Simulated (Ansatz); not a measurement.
A15 V3Si (cubic form, which distorts at low temperature) was calculated with PBE0 in Ansatz (PAW).

Numerical settings: plane-wave cutoff 460 eV, 6×6×6 k mesh, Fermi–Dirac smearing 0.05 eV, no spin polarisation, scalar-relativistic PAW data made under PBE.

Computed at the level's own relaxed cell.

Question: Give the computed equilibrium volume per atom, bulk modulus and lattice parameter a.

Answer: 
- equilibrium volume per atom = 12.69 Å³/atom
- bulk modulus = 216 GPa
- lattice parameter a = 4.665 Å

Measured, for comparison: equilibrium volume per atom 13.18 Å³/atom, lattice constant a 4.724 Å (temperature not stated, no zero-point or thermal correction; as tabulated in Zeng et al. (2023), arXiv:2309.11055); bulk modulus 171 GPa (300 K, no zero-point or thermal correction, our sources range from 171 to 176; as tabulated in Lu and Klein (1997), arXiv:cond-mat/9704251). Computed (rounded) less measured: equilibrium volume per atom -3.7 %, bulk modulus +26 % (+23 % to +26 % over the range), lattice constant a -1.2 %. A static lattice is as a rule a little smaller and stiffer than an uncorrected measurement, which narrows the difference in the lattice constant a and would widen misses of the other sign.

Note: the run has no spin polarisation, so it can have missed a magnetic state; symmetry holds this phase in the static calculation, where it need not be a minimum.

Static lattice: no zero-point or thermal effects.

It cost roughly 90 core-minutes of CPU time.

Ansatz is an electronic-structure program.
